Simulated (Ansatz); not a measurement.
Zr3N4, pressure series

The parent structure is Zr$_{3}$N$_{4}$ (space group I-43d, No. 220; a = 6.7027 Å).

Cell and atoms are relaxed at each pressure.

Method: Ansatz (a program for electronic structure), PBEsol, PAW, cutoff 420 eV, no SOC.

```json
[
 {"pressure (GPa)": "-2", "volume per atom (Å³/atom)": "10.845"},
 {"pressure (GPa)": "-1", "volume per atom (Å³/atom)": "10.799"},
 {"pressure (GPa)": "0", "volume per atom (Å³/atom)": "10.754"},
 {"pressure (GPa)": "0.3", "volume per atom (Å³/atom)": "10.742"},
 {"pressure (GPa)": "1.5", "volume per atom (Å³/atom)": "?"},
 {"pressure (GPa)": "3", "volume per atom (Å³/atom)": "10.628"},
 {"pressure (GPa)": "5", "volume per atom (Å³/atom)": "10.550"},
 {"pressure (GPa)": "10", "volume per atom (Å³/atom)": "10.370"}
]
```

### Question
Fit the third-order Birch–Murnaghan form P(V) = (3B₀/2)[(V₀/V)^(7/3) − (V₀/V)^(5/3)]·[1 + (3/4)(B₀′ − 4)((V₀/V)^(2/3) − 1)] (squares taken in P) to the rows shown and predict the withheld row.

### Answer
Least squares on the printed values gives V₀ = 10.754 Å³/atom, B₀ = 245 GPa, B₀′ = 6.3; this predicts 10.690 Å³/atom, and the run gives 10.690 Å³/atom, in agreement.

Load acts through the strain it causes; cell and atoms are relaxed under it. Whether these cells are dynamically stable was not tested. No other phases were tried under pressure.
